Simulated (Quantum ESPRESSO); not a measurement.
## Convergence test for a (111) slab of Y (cut from a parent of space group no. 194; 10 atoms in the cell)

```xyz
10
Lattice="6.4038 0.0000 0.0000 3.2019 6.2471 0.0000 0.0000 0.0000 23.8287" Properties=species:S:1:pos:R:3 pbc="T T T"
Y      5.2983     0.9714     8.0000
Y      3.1638     3.8215     8.8698
Y      2.0965     0.4244     9.7397
Y      6.3656     3.2744    10.6095
Y      8.5002     6.1245    11.4794
Y      3.1638     2.7274    12.3493
Y      5.2983     5.5775    13.2191
Y      6.3656     2.1804    14.0890
Y      8.5002     5.0304    14.9588
Y      3.1638     1.6334    15.8287
```

Computed with PBEsol, GBRV 1.5 ultrasoft (PBESOL) pseudopotentials (plane waves; Quantum ESPRESSO).

The starting cell comes from a database of computed structures (which also holds hypothetical and non-ambient phases and stackings), without a prior relaxation at this level. The slab is cut from that crystal, and its faces are unrelaxed. Its lattice was rescaled in the plane by a random factor within 2.5 % of one.

Held fixed: ecutwfc = 40 Ry; ecutrho = 320 Ry; occupations = smearing; smearing = fermi-dirac; degauss = 0.0073499 Ry; potentials = {Y: y_pbesol_v1.4.uspp.F.UPF}; K_POINTS = automatic 3 3 1 0 0 0; tefield = true; dipfield = true; edir = 3; emaxpos = 0.97; eopreg = 0.05; eamp = 0; conv_thr = 1e-09 Ry; mixing_beta = 0.3.

ΔF is the free energy per atom less that of the last row (119).

```
nbnd  ΔF (meV/atom)  largest force (eV/Å)  bands  iterations
----  -------------  --------------------  -----  ----------
56             12.4                 0.753     56          87
57              4.5                 0.746     57          42
59             0.59                 0.751     59          33
63             0.01                 0.750     63          31
71             0.00                 0.750     71          27
87             0.00                 0.751     87          24
119            0.00                 0.750    119          23
```

Energy within 10 meV/atom of the last row: from nbnd = 57 on; the one before it is off by 12 meV/atom.

Largest force within 0.02 eV/Å of the last row: from nbnd = 56 on, the coarsest one. The value it settles on is 0.750 eV/Å at this level of theory and with the other settings as held.

Left out of this page: 1 run of the series failed or unconverged.
